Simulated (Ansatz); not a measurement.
# CdS: holes 1.5×10^21 cm⁻³

The parent structure is CdS in the wurtzite structure (space group P6_3mc, No. 186; a = 4.1966 Å, c = 6.8302 Å).

Perturbation: 0.156 holes added to each cell, a density of 1.5×10^21 cm⁻³, with a uniform compensating background at fixed cell and a 300 K Fermi–Dirac width.

Calculations: DFT with PBE, PAW potentials and a 420 eV plane-wave cutoff in Ansatz (a first-principles code), no spin-orbit coupling, earlier PAW set. Γ-centred 16×16×9 mesh, Fermi–Dirac width 0.0259 eV.

| quantity | base | changed | shift |
|---|---|---|---|
| gap between the host's bands | 1.11 eV | 1.18 eV | +0.07 eV |
| gap character | direct at Γ | direct at Γ | – |
| Fermi level relative to the doped band's edge (positive inside the band; to 0.05 eV) | – | +0.20 eV | – |

Final structure:

```xyz
4
Lattice="4.1966 0.0000 0.0000 -2.0983 3.6344 0.0000 0.0000 0.0000 6.8302" Properties=species:S:1:pos:R:3 pbc="T T T"
Cd     0.0000     2.4229     6.8245
Cd     2.0983     1.2115     3.4094
S      0.0000     2.4229     2.5656
S      2.0983     1.2115     5.9807
```
Cell charge +0.15626.

Carriers are added with a uniform compensating background; total energy and stress of such cells depend on the potential's zero and are not compared; many-body gap narrowing is missing at this level. Stability against distortions was not tested.
